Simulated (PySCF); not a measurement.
PySCF 2.14.0, BP86/def2-svp, df: ethylene carbonate (O=C1OCCO1), 10 atoms. The geometry is a generated start, not checked to be a minimum at this level.

```
Item                          Result
-------------------  ---------------
task                          energy
method                          bp86
basis                       def2-svp
two-electron scheme  density fitting
mol.max_memory               3000 MB
mf.max_cycle                     100
mf.init_guess        minao (default)
mf.DIIS              CDIIS (default)
mf.diis_space            8 (default)
mf.conv_tol          1e-09 (default)
mf.grids.level           3 (default)
basis functions                  104
grid points                   123832
```

```xyz
10

O      2.6833    -0.1393    -0.0221
C      1.5009    -0.0784    -0.0124
O      0.6822    -1.1452     0.0592
C     -0.6715    -0.7372     0.0302
C     -0.5925     0.8026    -0.0186
O      0.7973     1.0677    -0.0720
H     -1.1753    -1.1094     0.9281
H     -1.1496    -1.1640    -0.8581
H     -1.0662     1.2260    -0.9098
H     -1.0084     1.2773     0.8756
```

One run each on 2 threads, 1 BLAS thread. Values of level_shift (Hartree) tried: 0 (default), 0.1, 0.3, 1.

Q: Which value of level_shift (Hartree) needs the fewest Fock builds, and what happens away from it?

A: Fewest Fock builds, within one of each other: 0 (default) with 14, 0.1 with 13. The count rises to 28 at 1. All converge to one solution.

| level_shift (Hartree) | Fock builds | end |
|---|---|---|
| 0 (default) | 14 | same solution |
| 0.1 | 13 | same solution |
| 0.3 | 15 | same solution |
| 1 | 28 | same solution |
